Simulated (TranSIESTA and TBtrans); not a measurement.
Junction: anthraquinone-2,6-diyl held by thiolate S between two Cu chains. Leads: straight Cu chain, spacing 2.3 Å. Geometry: 26 atoms about the centre moved by SIESTA (PBE, SZP) to a largest force of 0.04 eV/Å, all others as built. Transport runs along z; the first 6 and the last 6 of the 42 atoms are the lead cells, repeated to infinity.

```xyz
42
Lattice="13.858 0.000 0.000 0.000 13.858 0.000 0.000 0.000 51.189" Properties=species:S:1:pos:R:3 pbc="F F T"
Cu     6.929     6.929     0.000
Cu     6.929     6.929     2.300
Cu     6.929     6.929     4.600
Cu     6.929     6.929     6.900
Cu     6.929     6.929     9.200
Cu     6.929     6.929    11.500
Cu     6.929     6.929    13.800
Cu     6.929     6.929    16.100
Cu     6.880     6.860    18.359
S      5.006     6.458    19.164
C      5.733     6.229    20.820
C      6.167     4.906    21.274
C      6.704     4.700    22.582
C      6.820     5.800    23.504
C      7.431     5.543    24.869
O      7.858     4.397    25.228
C      7.507     6.750    25.801
C      8.046     6.543    27.113
C      8.129     7.629    28.076
S      8.857     7.402    29.731
C      7.694     8.953    27.621
C      7.156     9.157    26.313
C      7.041     8.056    25.394
C      6.427     8.313    24.031
O      5.997     9.459    23.680
C      6.353     7.106    23.097
C      5.814     7.315    21.785
H      6.056     4.021    20.532
H      7.081     3.682    22.998
H      8.397     5.453    27.322
H      7.803     9.838    28.363
H      6.777    10.173    25.893
H      5.461     8.404    21.577
Cu     6.980     6.998    30.527
Cu     6.929     6.929    32.789
Cu     6.929     6.929    35.089
Cu     6.929     6.929    37.389
Cu     6.929     6.929    39.689
Cu     6.929     6.929    41.989
Cu     6.929     6.929    44.289
Cu     6.929     6.929    46.589
Cu     6.929     6.929    48.889
```

Run with TranSIESTA and TBtrans (open boundaries, self-consistent; PseudoDojo norm-conserving potentials, scalar-relativistic): PAO.BasisSize DZP, PAO.EnergyShift 0.15 eV, XC.Authors PBE, Mesh.Cutoff 150 Ry, ElectronicTemperature 300 K, TS.Voltage 0.0 eV, TBT.Elecs.Eta 0.001 eV, no spin polarisation.

Energies count from the leads' Fermi level. Transmissions are for one spin of a degenerate pair. The energy step is 0.02 eV; narrower resonances are cut or missed.

| E (eV) | T |
|---|---|
| -0.20 | 0.00807 |
| -0.16 | 0.00755 |
| -0.12 | 0.00732 |
| -0.08 | 0.00676 |
| -0.04 | 0.00476 |
| 0.00 | 0.00376 |
| 0.04 | 0.00291 |
| 0.08 | 0.00218 |
| 0.12 | 0.00156 |
| 0.16 | 0.00104 |
| 0.20 | 0.000619 |

Q: Give the zero-bias conductance in μS and the resistance at 300 K.

A: At the Fermi level T = 0.00376. Averaged with −∂f/∂E over the full grid (kT = 25.9 meV) it is 0.00389. With G0 = 2e²/h = 77.48 μS, G = 0.301 μS and R = 1/G = 3320 kΩ.

Q: Estimate the thermopower by Mott's formula S = −(π²/3)(kB²T/e) d ln T/dE from the rows at -0.04 and 0.04 eV.

A: d ln T/dE = -6.15 eV⁻¹ and (π²/3) kB²T/e = 7.33 μV/K · eV, so S = 45 μV/K; the full integral gives 46 μV/K. A positive sign means that T falls with energy over the thermal window.

Q: The eigenchannels at the Fermi level transmit 0.00376. What Fano factor of the shot noise follows at low temperature and bias?

A: F = Σ τ(1 − τ)/Σ τ = 0.00375/0.00376 = 1.00.

The leads' channel count changes near -0.01 eV, within the thermal window, so values at the Fermi level hang on where that band edge falls. The leads are straight chains one atom wide, held at their spacing: model electrodes, not surfaces. Semilocal functionals put molecular levels too close to the Fermi level and tend to overestimate such conductances.
